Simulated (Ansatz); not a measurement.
# RhPb, response to strain

The parent structure is RhPb (space group P6/mmm, No. 191).

```
CELL_PARAMETERS angstrom
      5.66305     0.00000     0.00000
     -2.83152     4.90434     0.00000
      0.00000     0.00000     4.44174
ATOMIC_POSITIONS crystal
  Rh 0.00000 0.50000 0.00000
  Rh 0.50000 0.00000 0.00000
  Rh 0.50000 0.50000 0.00000
  Pb 0.66667 0.33333 0.50000
  Pb 0.33333 0.66667 0.50000
  Pb 0.00000 0.00000 0.00000
```

Cartesian axes are those of the cell as printed.

Strains are applied to the cell and any free atomic positions relax; under biaxial strain the out-of-plane vector relaxes too.

Level of theory: plane-wave PAW DFT at the PBEsol level (Ansatz, a quantum-chemistry and plane-wave program, 420 eV), no spin-orbit coupling.

Notes on the quantities. pressure: mean of the normal stresses, compression positive.

| change | pressure | shortest interatomic distance | space group |
|---|---|---|---|
| base | 0.0 GPa | 2.758 Å | P6/mmm (No. 191) |
| biaxial strain −0.78 %, plane normal [001], relaxed out of plane | 1.5 GPa | 2.759 Å | P6/mmm (No. 191) |
| uniaxial strain ε_xx = −5.67 % | 9.3 GPa | 2.671 Å | Cmmm (No. 65) |
| uniaxial strain ε_zz = +1.68 % | -2.0 GPa | 2.788 Å | P6/mmm (No. 191) |

Without a gap, meshes like the base's 10×10×11 leave anisotropic stresses uncertain by several tenths of a GPa, and small strain energies with them. Whether these cells are dynamically stable was not tested. All final runs are without spin polarisation.
